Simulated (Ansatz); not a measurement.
Consider BP in the zinc blende structure (space group F-43m, No. 216; a = 4.5202 Å). Axes: x, y, z lie along the cube axes.

Calculations: PBEsol (Ansatz, an electronic-structure program; PAW; 420 eV plane waves; scalar-relativistic without spin-orbit coupling).

A first run, uniaxial strain ε_zz = −1.63 %, gives secant values C11 ≈ 350 GPa and C12 ≈ 88 GPa from its stress. A second run applies biaxial strain +1.79 %, plane normal [001], relaxed out of plane.

**Question.** What does linear elasticity predict for −ε⊥/ε∥ in the second run, and what does the run give?

**Answer.** Linear elasticity: 2 C12/C11 = 0.50. The run gives 0.47; any difference comes from nonlinear terms at these strains and numerical noise.

Whether these cells are dynamically stable was not tested.
